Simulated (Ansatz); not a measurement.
**Short convergence ladders for a (110) slab of LaC2 (cut from a parent of space group no. 71; 9 atoms in the cell)**

```xyz
9
Lattice="4.1751 0.0000 0.0000 -4.7834 4.1306 0.0000 0.0000 0.0000 21.0248" Properties=species:S:1:pos:R:3 pbc="T T T"
C      3.1585     0.8779     7.0000
C      2.3971     1.5353     7.8259
C     -3.8741     3.3454    10.0995
C     -4.6354     4.0028    10.9253
C      2.2269     1.6823    13.1990
C     -2.7095     2.3397    14.0248
La    -3.7890     3.2719     7.4129
La     2.3120     1.6088    10.5124
La    -0.5454     4.0763    13.6119
```

Base method: PBEsol, default PAW files made with PBE (plane waves; Ansatz, a first-principles code).

Base settings: basis.ecutwfc = 30.9 Ry; kpoints.mp_grid.grid = 8 8 1; hamiltonian.xc = pbesol; hamiltonian.pseudopotentials = {kind: paw} (the program's default PAW files); scf.occupations.method = gaussian; scf.occupations.width = 0.0073 Ry.

The count of work is k-points × plane waves × bands × iterations; it is no time. 

**The vacuum**

The mesh stays at the base's, so the ladder's end is converged at best in this setting alone.

Only quantities that move along the ladder and can be compared are tabulated.

```tsv
vacuum between outermost atoms (Å)	free energy less the last step's (meV/atom)	largest difference of a force vector from the last step's (eV/Å)	count of work / last
3.0	-35.24	0.463	0.35
4.0	-14.34	0.229	0.34
5.0	-6.39	0.147	0.37
6.0	-2.93	0.078	0.40
7.0	-1.38	0.038	0.38
8.0	-0.64	0.019	0.40
10.0	-0.14	0.005	0.46
12.0	-0.03	0.001	0.51
14.0	0.00	0.001	0.57
17.0	0.00	0.001	0.65
20.0	0.00	0.001	0.73
25.0	0.00	0.000	0.86
30.0	0.00	0.000	1.0
```

Smallest vacuum between outermost atoms (Å) that holds the free energy within 1 meV/atom of the last step, with all finer ones: 8.0, at 0.40 of the last step's count of work; the step before is off by 1.4 meV/atom.

Smallest vacuum between outermost atoms (Å) that holds the forces within 0.01 eV/Å of the last step, with all finer ones: 10.0; the step before is off by 0.019 eV/Å.

**The plane-wave cutoff**

The mesh stays at the base's, so the ladder's end is converged at best in this setting alone.

Only quantities that move along the ladder and can be compared are tabulated.

```csv
basis.ecutwfc,free energy less the last step's (meV/atom),largest difference of a force vector from the last step's (eV/Å),count of work / last
15.4 Ry,1086.35,0.824,0.14
18.4 Ry,404.81,0.732,0.16
21.7 Ry,120.96,0.338,0.21
26.1 Ry,19.67,0.063,0.28
30.9 Ry,2.48,0.007,0.35
37.1 Ry,0.59,0.002,0.47
46.3 Ry,0.25,0.001,0.65
61.7 Ry,0.00,0.000,1.0
```

Coarsest basis.ecutwfc that holds the free energy within 5 meV/atom of the last step, with all finer ones: 30.9 Ry, at 0.35 of the last step's count of work; the step before is off by 20 meV/atom.

Coarsest basis.ecutwfc that holds the forces within 0.005 eV/Å of the last step, with all finer ones: 37.1 Ry; the step before is off by 0.007 eV/Å.

On the base run: the starting cell comes from a database of computed structures (which also holds hypothetical and non-ambient phases and stackings), without a prior relaxation at this level. The slab is cut from that crystal, and its faces are unrelaxed. Its lattice was rescaled by up to half a per cent. Spin polarisation is off, though cut faces can carry moments; the slab shows no gap.

Keys are those of Ansatz 0.2.
